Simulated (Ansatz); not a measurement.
MoIr3 (model structure, started from the Cu3Au type, Pm-3m, No. 221, 4 atoms in the cell) was calculated with PBEsol in Ansatz (plane waves, PAW).

Numerical settings: plane-wave cutoff 520 eV, 14×14×14 k mesh, Fermi–Dirac smearing 0.05 eV, no spin polarisation, scalar-relativistic PAW data made under PBE.

Cell (relaxed at this level):

```
CELL_PARAMETERS angstrom
      3.84721     0.00000     0.00000
      0.00000     3.84721     0.00000
      0.00000     0.00000     3.84721
ATOMIC_POSITIONS crystal
  Ir 0.00000 0.50000 0.50000
  Ir 0.50000 0.50000 0.00000
  Ir 0.50000 0.00000 0.50000
  Mo 0.00000 0.00000 0.00000
```

Question: Estimate the bulk modulus B0 that the calculation returns.

Answer: 
- bulk modulus B0 = 368 GPa

Note: the run has no spin polarisation, so it can have missed a magnetic state; the bulk modulus is −V dP/dV from two relaxed cells at ±2 % in volume; the relaxation could raise the start's symmetry but not lower it, so the cell can be a saddle point.

Spin–orbit coupling is not included.

Computed values are for the static lattice.

Cost on a shared machine: about 60 core-seconds (a rough figure).

A model structure was made by putting elements into a prototype or built by hand; it is no filed structure, need not be a known phase, and can be a saddle point held by its symmetry.

Ansatz is a quantum-chemistry and plane-wave program.
